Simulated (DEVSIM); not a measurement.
Structure: Si p+/n-/n+ power diode, at 300 K.

```
layer (left to right)  material  thickness (μm)  Nd (cm⁻³)  Na (cm⁻³)  τn (s)  τp (s)
---------------------  --------  --------------  ---------  ---------  ------  ------
1                            Si            3.20          -     9.9e18  8.5e-7  8.5e-7
2                            Si            28.0     1.7e13          -  8.5e-7  8.5e-7
3                            Si            4.30     1.1e18          -  8.5e-7  8.5e-7
```

Left contact: ohmic. Right contact: ohmic. Voltage is applied to the left contact. Recombination: SRH at mid-gap. Gap narrowing is on: ΔEg = 6.92 meV × (l + √(l² + 0.5)), l = ln(N/1.3e17 cm⁻³), shared equally by both band edges. Mobility is constant in doping.

The device is made up for the run: typed textbook-type constants, with dimensions and the other settings drawn at random. Values at 300 K.

| parameter | Si |
|---|---|
| gap (eV) | 1.124 |
| affinity (eV) | 4.05 |
| permittivity | 11.7 |
| Nc (cm⁻³) | 2.86e19 |
| Nv (cm⁻³) | 3.1e19 |
| μn (cm²/Vs) | 1417 |
| μp (cm²/Vs) | 470 |

Simulated with DEVSIM: 1D drift-diffusion, Boltzmann statistics, complete ionisation; no tunnelling, impact ionisation, image-force lowering or self-heating.

### Question
Tabulate band edges, carrier densities and field at zero bias.

### Answer
Energies count from the Fermi level of the right contact; mesh points crowd at the junctions.

| x (μm) | Ec (eV) | Ev (eV) | n (cm⁻³) | p (cm⁻³) | field (V/cm) |
|---|---|---|---|---|---|
| 0.000 | 1.034 | -0.030 | 120 | 9.9e18 | ≈ 0 |
| 0.06748 | 1.034 | -0.030 | 120 | 9.9e18 | ≈ 0 |
| 0.3081 | 1.034 | -0.030 | 120 | 9.9e18 | ≈ 0 |
| 1.228 | 1.034 | -0.030 | 120 | 9.9e18 | ≈ 0 |
| 2.842 | 1.034 | -0.030 | 120 | 9.9e18 | ≈ 0 |
| 3.119 | 1.034 | -0.030 | 120 | 9.9e18 | ≈ 0 |
| 3.196 | 1.033 | -0.031 | 130 | 9.4e18 | -11000 |
| 3.294 | 0.888 | -0.236 | 35000 | 3.3e15 | -5400 |
| 3.628 | 0.799 | -0.325 | 1100000 | 1.1e14 | -1700 |
| 4.841 | 0.638 | -0.486 | 5.5e8 | 2.1e11 | -1100 |
| 9.567 | 0.381 | -0.743 | 1.1e13 | 1.0e7 | -98 |
| 25.73 | 0.370 | -0.753 | 1.7e13 | 6800000 | ≈ 0 |
| 29.79 | 0.353 | -0.771 | 3.4e13 | 3500000 | -200 |
| 30.84 | 0.300 | -0.824 | 2.6e14 | 440000 | -1300 |
| 31.16 | 0.200 | -0.924 | 1.3e16 | 9300 | -10000 |
| 31.21 | 0.087 | -1.006 | 9.8e17 | 380 | -7500 |
| 31.30 | 0.084 | -1.009 | 1.1e18 | 340 | ≈ 0 |
| 31.62 | 0.084 | -1.009 | 1.1e18 | 340 | ≈ 0 |
| 33.67 | 0.084 | -1.009 | 1.1e18 | 340 | ≈ 0 |
| 35.02 | 0.084 | -1.009 | 1.1e18 | 340 | ≈ 0 |
| 35.39 | 0.084 | -1.009 | 1.1e18 | 340 | ≈ 0 |
| 35.50 | 0.084 | -1.009 | 1.1e18 | 340 | ≈ 0 |
